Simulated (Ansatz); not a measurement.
Output of an Ansatz run (abridged):

```
WARN ansatz: RAYON_NUM_THREADS=1 ignored (pool sized by the plan → 1); use --threads N
Pseudopotentials: kind: paw
Pseudopotential: H, paw, valence charge 1
Pseudopotential: Nb, paw, valence charge 13
Crystal: 8 atoms, lattice volume = 187.582 Å³
Basis set: ecut = 420 eV, 3567 PW (Γ), exchange–correlation on 48×64×288 points (8 copies of the dense FFT grid, shifted against one another)
Bands: 36, of which v1, the nominal top of the filled ones, is band 28 counted from 1 (27 counted from 0)
Symmetry: 8 space group operations
Space group: Cmme (ITA 67), of the structure as read, at distance tolerance 5.7e-5 Å
k-points: 31 of 100
PAW frozen core: Nb, regenerated for the run's functional, and the local potential with it
Initial density: superposition of atomic densities (neutral atoms: chi_scale 0, normalization atom), corrected by the library's trained network
Initial wavefunctions: pseudopotential atomic-orbital guess
Eigensolver: davidson
Functional: x = pbesol(κ = 0.804, μ = 0.12345679012345678), c = pbesol(β = 0.046)
SCF iter   1: F=—  HF=-18042.745805 eV  |F-HF|=—  |Δ(HF+E_count)|=         —  Δρ=1.61e-2  dr2=8.97e0  ethr=1.77e-3  ⟨swp⟩=8.5  Hψ=5569  notcnv=0
all-band conjugate gradients solve this SCF's bands
preconditioner: auto → LDOS
SCF iter   2: F=—  HF=-18042.439959 eV  |F-HF|=—  |Δ(HF+E_count)|=   3.06e-1  Δρ=4.52e-3  dr2=1.05e-1  ethr=1.77e-3  ⟨swp⟩=2.2  Hψ=1712  notcnv=0
SCF iter   3: F=—  HF=-18042.439303 eV  |F-HF|=—  |Δ(HF+E_count)|=   6.56e-4  Δρ=2.89e-3  dr2=3.47e-2  ethr=1.88e-4  ⟨swp⟩=2.2  Hψ=2110  notcnv=0
SCF iter   4: F=—  HF=-18042.431454 eV  |F-HF|=—  |Δ(HF+E_count)|=   7.85e-3  Δρ=4.31e-4  dr2=6.23e-4  ethr=6.19e-5  ⟨swp⟩=2.3  Hψ=2011  notcnv=0
SCF iter   5: F=—  HF=-18042.431369 eV  |F-HF|=—  |Δ(HF+E_count)|=   8.49e-5  Δρ=1.64e-4  dr2=2.01e-4  ethr=1.11e-6  ⟨swp⟩=3.0  Hψ=2267  notcnv=0
SCF iter   6: F=—  HF=-18042.431356 eV  |F-HF|=—  |Δ(HF+E_count)|=   1.29e-5  Δρ=6.88e-5  dr2=2.64e-5  ethr=3.59e-7  ⟨swp⟩=2.3  Hψ=1490  notcnv=0
SCF iter   7: F=—  HF=-18042.431297 eV  |F-HF|=—  |Δ(HF+E_count)|=   5.91e-5  Δρ=2.06e-5  dr2=1.94e-6  ethr=4.72e-8  ⟨swp⟩=3.0  Hψ=2087  notcnv=0
SCF iter   8: F=—  HF=-18042.431297 eV  |F-HF|=—  |Δ(HF+E_count)|=   2.11e-7  Δρ=7.00e-6  dr2=2.63e-7  ethr=3.46e-9  ⟨swp⟩=2.3  Hψ=1816  notcnv=0
SCF iter   9: F=-18042.431298 eV  HF=-18042.431297 eV  |F-HF|=1.61e-9  |Δ(HF+E_count)|=   6.30e-8  Δρ=1.51e-6  dr2=4.03e-9  ethr=1.79e-10  ⟨swp⟩=8.3  Hψ=4895  notcnv=0
SCF 1 converged in 9 iterations: F = -18042.431298 eV  dr2 = 4.03e-9
SCF converged after 9 iterations
Free energy (F): -18042.431298 eV
Harris-Foulkes:  -18042.431297 eV  (|F-HF|=1.61e-9)
Internal energy: -18042.262057 eV  (E = F + TS)
E sigma→0 (E₀):  -18042.346677 eV
Entropy (-TS):   -0.169241 eV (-21.155 meV/atom)
Fermi energy:    4.796047 eV
--- Per-component energies (eV) ---
  E_band       = -1000.175231
  E_kinetic    = 1623.341511
  E_local      = -38813.757150  (includes V_loc(G=0)·N_el)
  E_nonlocal   = 490.611729
  E_hartree    = 18512.928574
  E_xc         = -728.824862
  E_vxc        = -890.257681  (∫ρ·V_xc dr)
  E_paw        = -12072.040684  (= ΣΔE_a)
  E_vpaw       = -435.964261  (= ΣTr[D̂ρ^β])
  E_aug_tail   = -0.004876  (compensation charges beyond the density's cutoff)
  E_ewald      = 12944.728865
  E_core_change = 0.754836  (= ΣΔE_core)
  E_smearing   = -0.169241  (= −TS)
  E_closure    = 0.000000  (closes the sum)
  Σ components = -18042.431298   (vs F -18042.431298, Δ=0.00e0)
--- Forces (eV/Å), atoms counted from 1 ---
  atom   1  H      0.00000000     0.00000000    -0.29172669
  atom   2  H      0.00000000     0.00000000    -0.29172669
  atom   3  H     -0.00000000    -0.00000000     0.29172669
  atom   4  H     -0.00000000    -0.00000000     0.29172669
  atom   5  Nb     0.00000000     0.00000000    -0.11729071
  atom   6  Nb    -0.00000000     0.00000000     0.93532951
  atom   7  Nb     0.00000000    -0.00000000    -0.93532951
  atom   8  Nb    -0.00000000    -0.00000000     0.11729071
  max |Σ_I F_I| component: 8.08e-28 eV/Å
--- Stress (GPa, compression-positive) ---
       -5.897048       0.058508       0.000000
        0.058508      -5.866286      -0.000000
        0.000000      -0.000000      -3.274760
  P = ⅓ Tr σ = -5.0127 GPa (-50.127 kbar)
  The stress holds the Pulay correction. Without it, at fixed plane waves, as pw.x and ABINIT print it: P = -5.0602 GPa
--- Band table (eV; the first three rows and the last of 31) ---
  k-point 0: bands = ["-50.5108", "-50.5103", "-50.2315", "-50.1165", "-26.9077", "-26.8362", "-26.5031", "-26.2571", "-26.2426", "-26.1437", "-26.1436", "-26.1303", "-26.0176", "-25.9091", "-25.8872", "-25.8717", "-4.7887", "-4.4152", "0.2474", [...]
  k-point 1: bands = ["-50.5048", "-50.5043", "-50.2229", "-50.1133", "-26.8895", "-26.8298", "-26.5090", "-26.2883", "-26.2696", "-26.1960", "-26.1679", "-26.1624", "-25.9929", "-25.9385", "-25.9343", "-25.8799", "-4.6230", "-4.2901", "0.2032", [...]
  k-point 2: bands = ["-50.4889", "-50.4886", "-50.1995", "-50.1059", "-26.8415", "-26.8159", "-26.5459", "-26.4230", "-26.3776", "-26.3191", "-26.1825", "-26.1802", "-26.0780", "-25.9873", "-25.9598", "-25.8811", "-4.1737", "-3.9580", "-0.0954", [...]
  k-point 30: bands = ["-50.3943", "-50.3942", "-50.0927", "-50.0202", "-26.8694", "-26.8500", "-26.6772", "-26.6587", "-26.6473", "-26.6427", "-26.6084", "-26.4935", "-26.4734", "-26.3292", "-26.2254", "-25.9988", "-3.0135", "-2.8646", "-0.1498", [...]
```

The structure:

```xyz
8
Lattice="3.0130 0.0000 0.0000 -3.7790 2.9140 0.0000 0.0000 0.0000 21.3653" Properties=species:S:1:pos:R:3 pbc="T T T"
H      0.5617     0.7285     8.2877
H     -1.3278     2.1855     8.2877
H      0.5617     0.7285    13.0776
H     -1.3278     2.1855    13.0776
Nb    -0.9448     0.7285     9.5754
Nb     0.1787     2.1855     7.0000
Nb    -0.9448     0.7285    14.3653
Nb     0.1787     2.1855    11.7899
```

Task: What input produced this log?

Result: Other spellings and defaults could give the same log, and not every line can be read from it. The input that was run (DFT, PBEsol, plane waves, default PAW files made with PBE):

Ansatz 0.2 input:
```yaml
# NbH
crystal:
  lattice:
    - [3.012982, 0.000000, 0.000000]
    - [-3.779041, 2.913969, 0.000000]
    - [0.000000, 0.000000, 21.365303]
  atoms:
    - { symbol: H, position: [0.500000, 0.250000, 0.387905] }
    - { symbol: H, position: [0.500000, 0.750000, 0.387905] }
    - { symbol: H, position: [0.500000, 0.250000, 0.612095] }
    - { symbol: H, position: [0.500000, 0.750000, 0.612095] }
    - { symbol: Nb, position: [0.000000, 0.250000, 0.448175] }
    - { symbol: Nb, position: [1.000000, 0.750000, 0.327634] }
    - { symbol: Nb, position: [0.000000, 0.250000, 0.672366] }
    - { symbol: Nb, position: [1.000000, 0.750000, 0.551825] }
basis:
  ecutwfc: 420.0
kpoints:
  mp_grid: { grid: [10, 10, 1] }
hamiltonian:
  xc: pbesol
  pseudopotentials: { kind: paw }
scf:
  occupations: { method: fermi_dirac, width: 0.1 }
output:
  forces: true
  eigenvalues: true
  stress: true
```

The starting cell comes from a database of computed structures (which also holds hypothetical and non-ambient phases and stackings), without a prior relaxation at this level. The slab is cut from that crystal, and its faces are unrelaxed. Its lattice was rescaled by up to half a per cent. Spin polarisation is off.

Ansatz is a quantum-chemistry and plane-wave program.
